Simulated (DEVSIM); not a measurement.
System: Schottky contact on n-type ZnO, at 300 K.

Layer 1 from the left is ZnO, thickness (μm) 2.20, Nd (cm⁻³) 1.6e16, τn (s) 3.1e-10, τp (s) 3.1e-10.

Left contact: Schottky, work function 5.95 eV, emission velocity 1.1e7 cm/s. Right contact: ohmic. Voltage is applied to the left contact. Recombination: SRH at mid-gap, radiative, Auger. Mobility is constant in doping.

This is a model device: material constants are rounded textbook-type values typed into the input, and sizes, dopings and lifetimes were drawn at random. Values at 300 K.

ZnO: gap (eV) 3.37, affinity (eV) 4.5, permittivity 8.7, Nc (cm⁻³) 3.7e18, Nv (cm⁻³) 1.8e19, μn (cm²/Vs) 200, μp (cm²/Vs) 20, B (cm³/s) 1e-10, Cn (cm⁶/s) 1e-31, Cp (cm⁶/s) 1e-31.

DEVSIM, 1D drift-diffusion, Boltzmann statistics, complete ionisation; no tunnelling, impact ionisation, image-force lowering or self-heating. Metal contacts follow the ideal Schottky-Mott rule: no Fermi-level pinning, no interface dipoles.

Dark forward current:

| |V| (V) | |J| (A/cm²) |
|---|---|
| 0.30 | 1.851e-13 |
| 0.35 | 1.267e-12 |
| 0.40 | 8.659e-12 |
| 0.45 | 5.914e-11 |
| 0.50 | 4.035e-10 |
| 0.55 | 2.749e-9 |
| 0.60 | 1.871e-8 |
| 0.65 | 1.271e-7 |
| 0.70 | 8.615e-7 |
| 0.75 | 5.826e-6 |
| 0.80 | 3.928e-5 |
| 0.85 | 0.0002638 |
| 0.90 | 0.001763 |
| 0.95 | 0.01170 |
| 1.00 | 0.07689 |
| 1.05 | 0.4952 |
| 1.10 | 3.017 |
| 1.15 | 15.27 |
| 1.20 | 51.61 |
| 1.25 | 114.5 |
| 1.30 | 194.8 |
| 1.35 | 285.3 |
| 1.40 | 381.8 |
| 1.45 | 482.4 |
| 1.50 | 585.8 |
| 1.55 | 691.3 |

Problem. Work out the local ideality factor n = ΔV / (kT/q · ln(J2/J1)) between the rows 0.30 and 0.35 V, 1.50 and 1.55 V.

Solution. kT/q = 25.85 mV. From 0.30 to 0.35 V: ln(1.267e-12/1.851e-13) = 1.924, n = 1.01, near the 1 of diffusion or emission over a barrier. From 1.50 to 1.55 V: ln(691.3/585.8) = 0.166, n = 11.68; the layers' resistance at their doping, Σ W/(qμN) = 0.00043 Ω cm², would take 45 mV of this step of 50 mV.

Problem. Estimate the current at 0.65 V for emission alone, J0 = q v N_band exp(−φB/kT), and read the barrier back from the simulated current.

Solution. φB = 1.450 eV, N_band = 3.70e18 cm⁻³, J0 = 2.84e-18 A/cm²; J = J0 (exp(qV/kT) − 1) = 2.37e-7 A/cm². The simulation gives 1.27e-7 A/cm²; the estimate lies 86 % above. Read backwards, the simulated current gives an apparent barrier of 1.466 eV. The estimate leaves out transport through the depletion region and minority injection.
